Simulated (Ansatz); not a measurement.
MoInN3 (model structure, started from the LiNbO3 type, R3c, No. 161, 10 atoms in the cell) was calculated with LDA (PAW; Ansatz, a quantum-chemistry and plane-wave program).

Numerical settings: plane-wave cutoff 520 eV, 8×8×8 k mesh, Fermi–Dirac smearing 0.01 eV, no spin polarisation, scalar-relativistic PAW data made under PBE.

Cell (relaxed with PBEsol):

Space group R3c, hexagonal axes (No. 161); a = b = 5.365 Å, c = 14.528 Å, α = β = 90.00°, γ = 120.00°

```
atom  site  symmetry       x       y       z
----  ----  --------  ------  ------  ------
In      6a        3.  0.0000  0.0000  0.2198
Mo      6a        3.  0.0000  0.0000  0.4932
N      18b         1  0.6171  0.6171  0.2733
```
(The calculation used a cell of 10 atoms; values per cell refer to that cell.)

Q: Predict the band gap and smallest direct gap on the k points sampled.

A: 
* **band gap**: 1.26 eV
* **smallest direct gap on the k points sampled**: 1.62 eV

Note: the relaxation could raise the start's symmetry but not lower it, so the cell can be a saddle point; cell and atoms aren't relaxed at this level (largest force component 0.07 eV/Å, pressure -4.8 GPa).

Spin–orbit coupling is not included.

Static lattice: no zero-point or thermal effects.

A model structure was made by putting elements into a prototype or built by hand; it is no filed structure, need not be a known phase, and can be a saddle point held by its symmetry.
